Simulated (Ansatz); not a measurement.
The reference is B in the bcc (W type) structure (space group Im-3m, No. 229; a hypothetical phase, not in the database extracts checked; relaxed with 0.1 eV smearing).

```
CELL_PARAMETERS angstrom
     -1.14880     1.14880     1.14880
      1.14880    -1.14880     1.14880
      1.14880     1.14880    -1.14880
ATOMIC_POSITIONS crystal
  B  0.00000 0.00000 0.00000
```

Computed with PBEsol, PAW, 420 eV (Ansatz, a first-principles code; scalar-relativistic without spin-orbit coupling).

For the base:

```
Quantity    Value
--------  -------
Pressure  0.0 GPa
```

Now apply this change: an isotropic linear strain of −3.76 %; the atoms relax in the strained cell.

### Question
Estimate the effect on the energy relative to the base and pressure.

### Answer
The energy rises by 65 meV/atom; the pressure goes from zero to 34.8 GPa.

Whether these cells are dynamically stable was not tested.
